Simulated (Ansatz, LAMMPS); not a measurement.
**Si sphere of 239 atoms, radius 1.10 nm, coherent in Ge, 6x6x6 cubic cells at the host's lattice parameter**

Cell 34.56 × 34.56 × 34.56 Å, Si239Ge1489, 1728 atoms. Prepared with Tersoff's 1989 multicomponent potential (SiCGe.tersoff) run with LAMMPS: minimisation. 

Method: PBE, support functions at accuracy medium on the grid of 370 eV (norm-conserving potentials; Ansatz, a first-principles code).

Basis: localised support functions (accuracy medium) on a full density matrix. k-points: zone centre alone; occupations: Fermi-Dirac, 0.010 eV; spin polarisation not allowed. Scalar-relativistic, no spin-orbit coupling.

```
Quantity                                                                                                 Result
--------------------------------------------  -----------------------------------------------------------------
energy over the perfect crystal(s), per atom                                                        10 meV/atom
electronic character of the cell                                               no gap resolved at this smearing
coordination (neighbours within 2.999 Å)                                                         100.0 % 4-fold
Ge-Ge bonds, mean ± spread                                                                      2.506 ± 0.008 Å
Ge-Si bonds, mean ± spread                                                                      2.467 ± 0.012 Å
Si-Si bonds, mean ± spread                                                                      2.427 ± 0.008 Å
bond angles, mean ± spread                                                                        109.5° ± 1.1°
pressure                                                                                              -1.33 GPa
cost of the final run                         about 80 core-minutes (a rough figure), 14 SCF iterations, 34 GiB
```
